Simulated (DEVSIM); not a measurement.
Device: Al/Si3N4/p-Ge capacitor, at 400 K.

| layer (left to right) | material | thickness (nm) | Na (cm⁻³) |
|---|---|---|---|
| 1 | Si3N4 | 29.0 | - |
| 2 | Ge | 800 | 2.8e17 |

Metal gate on the left, work function 4.1 eV. Fixed charge at the semiconductor interface 0 cm⁻² (in units of +e); no interface traps.

The device is made up for the run: typed textbook-type constants, with dimensions and the other settings drawn at random. Values at 300 K; Nc and Nv go as T^1.5, mobilities as T to minus their exponent, the gap by Varshni's rule with the affinity fixed.

| parameter | Si3N4 | Ge |
|---|---|---|
| gap (eV) | 5.1 | 0.664 |
| affinity (eV) | 2.1 | 4 |
| permittivity | 7.5 | 16 |
| Nc (cm⁻³) | - | 1.04e19 |
| Nv (cm⁻³) | - | 6e18 |
| Varshni α (eV/K) | - | 0.000477 |
| Varshni β (K) | - | 235 |

DEVSIM, 1D Poisson equation in equilibrium, Boltzmann statistics, complete ionisation; no quantum confinement or tunnelling. Metal contacts follow the ideal Schottky-Mott rule: no Fermi-level pinning, no interface dipoles.

Tabulate band edges, carrier densities and field at 0.6 V on the gate.

Energies count from the Fermi level of the right contact; mesh points crowd at the junctions.

| x (μm) | Ec (eV) | Ev (eV) | n (cm⁻³) | p (cm⁻³) | field (V/cm) |
|---|---|---|---|---|---|
| 0.000 | 1.400 | -3.700 | < 1e2 | < 1e2 | 260000 |
| 0.001244 | 1.432 | -3.668 | < 1e2 | < 1e2 | 260000 |
| 0.003713 | 1.495 | -3.605 | < 1e2 | < 1e2 | 260000 |
| 0.008922 | 1.629 | -3.471 | < 1e2 | < 1e2 | 260000 |
| 0.02007 | 1.915 | -3.186 | < 1e2 | < 1e2 | 260000 |
| 0.02513 | 2.044 | -3.056 | < 1e2 | < 1e2 | 260000 |
| 0.02768 | 2.109 | -2.991 | < 1e2 | < 1e2 | 260000 |
| 0.02926 | 0.246 | -0.378 | 1.3e16 | 1.6e14 | 120000 |
| 0.03083 | 0.265 | -0.359 | 7.4e15 | 2.7e14 | 110000 |
| 0.03414 | 0.301 | -0.324 | 2.6e15 | 7.8e14 | 100000 |
| 0.04156 | 0.369 | -0.255 | 3.6e14 | 5.6e15 | 80000 |
| 0.06441 | 0.478 | -0.146 | 1.5e13 | 1.3e17 | 22000 |
| 0.1048 | 0.503 | -0.121 | 7.4e12 | 2.8e17 | 580 |
| 0.1897 | 0.504 | -0.121 | 7.2e12 | 2.8e17 | ≈ 0 |
| 0.4677 | 0.504 | -0.121 | 7.2e12 | 2.8e17 | ≈ 0 |
| 0.6579 | 0.504 | -0.121 | 7.2e12 | 2.8e17 | ≈ 0 |
| 0.7482 | 0.504 | -0.121 | 7.2e12 | 2.8e17 | ≈ 0 |
| 0.7925 | 0.504 | -0.121 | 7.2e12 | 2.8e17 | ≈ 0 |
| 0.8160 | 0.504 | -0.121 | 7.2e12 | 2.8e17 | ≈ 0 |
| 0.8235 | 0.504 | -0.121 | 7.2e12 | 2.8e17 | ≈ 0 |
| 0.8270 | 0.504 | -0.121 | 7.2e12 | 2.8e17 | ≈ 0 |
| 0.8290 | 0.504 | -0.121 | 7.2e12 | 2.8e17 | ≈ 0 |
